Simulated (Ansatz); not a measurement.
Response to strain in MgTe

Base system: MgTe in the wurtzite structure (space group P6_3mc, No. 186; a = 4.561 Å, c = 7.412 Å). Axes: x lies along a and z along c of the hexagonal cell.

Strains are applied to the cell and any free atomic positions relax; under biaxial strain the out-of-plane vector relaxes too.

Level of theory: Kohn–Sham DFT with the PBEsol functional, run in Ansatz (an electronic-structure program) with PAW and 420 eV plane waves, without spin-orbit coupling.

Notes on the quantities. in-plane stress: mean in-plane stress (compression positive).

```tsv
variant	shortest interatomic distance	electron mass	in-plane stress
base	2.787 Å	0.15 mₑ along c, 0.17 mₑ across (at Γ)	–
biaxial strain −3.00 %, plane normal [001], relaxed out of plane	(withheld)	(withheld)	(withheld)
biaxial strain −2.40 %, plane normal [001], relaxed out of plane	2.759 Å	0.15 mₑ out of plane, 0.18 mₑ in plane (at Γ)	+1.5 GPa
biaxial strain −1.80 %, plane normal [001], relaxed out of plane	2.766 Å	0.15 mₑ out of plane, 0.18 mₑ in plane (at Γ)	+1.1 GPa
biaxial strain −1.20 %, plane normal [001], relaxed out of plane	2.772 Å	0.15 mₑ out of plane, 0.18 mₑ in plane (at Γ)	+0.7 GPa
biaxial strain −0.60 %, plane normal [001], relaxed out of plane	2.780 Å	0.15 mₑ out of plane, 0.17 mₑ in plane (at Γ)	+0.3 GPa
```

Task: What belongs in the blanks?

Result: 
- biaxial strain −3.00 %, plane normal [001], relaxed out of plane, shortest interatomic distance: 2.753 Å
- biaxial strain −3.00 %, plane normal [001], relaxed out of plane, electron mass: 0.14 mₑ out of plane, 0.19 mₑ in plane (at Γ)
- biaxial strain −3.00 %, plane normal [001], relaxed out of plane, in-plane stress: +1.9 GPa

With Te present, leaving out spin-orbit coupling can change the band edges. The levels and masses belong to the bands next to the band gap. Effective masses come from finite differences of ±0.01 Å⁻¹. Whether these cells are dynamically stable was not tested.
